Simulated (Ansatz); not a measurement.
Consider Al$_{2}$O$_{3}$ in the corundum structure (space group R-3c, No. 167; a = 4.729 Å, c = 12.892 Å (hexagonal axes)). Axes: x lies along a and z along c of the hexagonal cell.

The values are results of plane-wave PAW DFT at the LDA level (Ansatz, an electronic-structure program, 420 eV), spin-orbit coupling left out, not measurements.

For the base:

- Volume per atom = 8.32 Å³

Modification: biaxial strain +3.00 %, plane normal [001], relaxed out of plane (Cartesian); in-plane vectors clamped, the third vector and the atoms free.

What happens to the volume per atom?

The volume per atom goes up by 0.374 Å³ to 8.70 Å³.

Predict the new in-plane stress.

The mean in-plane stress (compression positive) is -16.1 GPa.

Stability against distortions was not tested.
